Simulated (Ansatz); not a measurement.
A self-consistent single point of a (001) slab of TiO2 (cut from a parent of space group no. 141; 12 atoms in the cell) with Ansatz (an electronic-structure program).

Method: LDA (PW92), default PAW files made with PBE (plane waves; Ansatz).

```yaml
crystal:
  lattice:
    - [3.76608, 0.00000, 0.00000]
    - [0.00000, 3.76608, 0.00000]
    - [0.00000, 0.00000, 21.89169]
  atoms:
    - { symbol: Ti, position: [0.00000, 0.50000, 0.33791] }
    - { symbol: Ti, position: [0.00000, 0.00000, 0.66209] }
    - { symbol: O, position: [0.00000, 0.50000, 0.68024] }
    - { symbol: O, position: [0.50000, 0.50000, 0.35607] }
    - { symbol: O, position: [0.00000, 0.00000, 0.31976] }
    - { symbol: O, position: [0.00000, 0.50000, 0.42782] }
    - { symbol: Ti, position: [0.50000, 0.00000, 0.55403] }
    - { symbol: Ti, position: [0.50000, 0.50000, 0.44597] }
    - { symbol: O, position: [0.50000, 0.00000, 0.46413] }
    - { symbol: O, position: [0.00000, 0.00000, 0.57219] }
    - { symbol: O, position: [0.50000, 0.50000, 0.53588] }
    - { symbol: O, position: [0.50000, 0.00000, 0.64394] }
```

Reference input (self-consistent single point, DFT, LDA (PW92), plane waves, default PAW files made with PBE): basis.ecutwfc = 30.9 Ry; kpoints.mp_grid.grid = 5 5 1; hamiltonian.xc = lda; hamiltonian.pseudopotentials = {kind: paw} (the program's default PAW files); scf.occupations.method = fermi_dirac; scf.occupations.width = 0.0015 Ry. This run's input differs from it in these lines:

Ansatz 0.2 input:
```diff
@@ -23,3 +23,3 @@
   mp_grid:
-    grid: [5, 5, 1]
+    grid: [16, 16, 1]
 hamiltonian:
```

Output (repeated stretches shortened):

```
SCF iter   1: F=—  HF=-14258.413080 eV  |F-HF|=—  |Δ(HF+E_count)|=         —  Δρ=1.33e-2  dr2=5.11e-1  ethr=1.77e-3  ⟨swp⟩=6.2  Hψ=19051  notcnv=0
all-band conjugate gradients solve this SCF's bands
preconditioner: auto → Resta (q_TF=auto, 2.244 Å⁻¹)
SCF iter   2: F=—  HF=-14258.357004 eV  |F-HF|=—  |Δ(HF+E_count)|=   5.61e-2  Δρ=9.99e-3  dr2=2.81e-1  ethr=5.32e-4  ⟨swp⟩=2.0  Hψ=8709  notcnv=0  defer=438
   [... lines left out ...]
SCF iter   9: F=—  HF=-14258.304647 eV  |F-HF|=—  |Δ(HF+E_count)|=   2.96e-7  Δρ=1.88e-5  dr2=1.23e-6  ethr=8.87e-9  ⟨swp⟩=2.0  Hψ=6323  notcnv=0  defer=438
SCF iter  10: F=—  HF=-14258.304647 eV  |F-HF|=—  |Δ(HF+E_count)|=   1.12e-7  Δρ=5.26e-6  dr2=1.20e-7  ethr=1.29e-9  ⟨swp⟩=2.1  Hψ=7563  notcnv=0  defer=438
SCF iter  11: F=—  HF=-14258.304647 eV  |F-HF|=—  |Δ(HF+E_count)|=   5.77e-8  Δρ=5.91e-6  dr2=1.17e-7  ethr=1.04e-10  ⟨swp⟩=11.0  Hψ=19781  notcnv=0
SCF iter  12: F=-14258.304647 eV  HF=-14258.304647 eV  |F-HF|=5.53e-8  |Δ(HF+E_count)|=   4.24e-9  Δρ=4.70e-6  dr2=6.55e-8  ethr=1.04e-10  ⟨swp⟩=2.9  Hψ=16258  notcnv=0
SCF 1 converged in 12 iterations: F = -14258.304647 eV  dr2 = 6.55e-8
Free energy (F): -14258.304647 eV
Internal energy: -14258.304647 eV  (E = F + TS)
E sigma→0 (E₀):  -14258.304647 eV
Fermi energy:    0.634681 eV
--- Forces (eV/Å), atoms counted from 1 ---
  atom   1  Ti     0.00000000     0.00000000     1.56762085
  atom   2  Ti     0.00000000     0.00000000    -1.56762085
  atom   3  O      0.00000000     0.00000000     0.40403933
  atom   4  O      0.00000000     0.00000000    -0.10917317
  atom   5  O      0.00000000     0.00000000    -0.40403933
  atom   6  O      0.00000000     0.00000000    -0.66234009
  atom   7  Ti     0.00000000     0.00000000     0.17060612
  atom   8  Ti     0.00000000     0.00000000    -0.17060612
  atom   9  O     -0.00000000     0.00000000     0.15589911
   [... lines left out ...]
  atom  12  O      0.00000000     0.00000000     0.10917317
--- Stress (GPa, compression-positive) ---
       -1.353990       0.000000      -0.000000
        0.000000      -9.875748       0.000000
       -0.000000       0.000000      -2.579243
  P = ⅓ Tr σ = -4.6030 GPa (-46.030 kbar)
  The stress holds the Pulay correction. Without it, at fixed plane waves, as pw.x and ABINIT print it: P = -5.0206 GPa
```

The run converged in 12 iterations. Against the reference run the free energy is nearly the same (within 1 meV/atom), the largest force moves little (1.567 to 1.568 eV/Å) and the gap on the mesh goes from 1.630 to 1.567 eV.

The starting cell has typed, rounded lattice constants, without a prior relaxation at this level. The slab is cut from that crystal, and its faces are unrelaxed. Its lattice was rescaled by up to half a per cent. Spin polarisation is off, though cut faces can carry moments; a gap of a slab can lie between surface states. Forces in this geometry exceed 1 eV/Å.

Cost on one core of a shared machine: roughly 90 s.
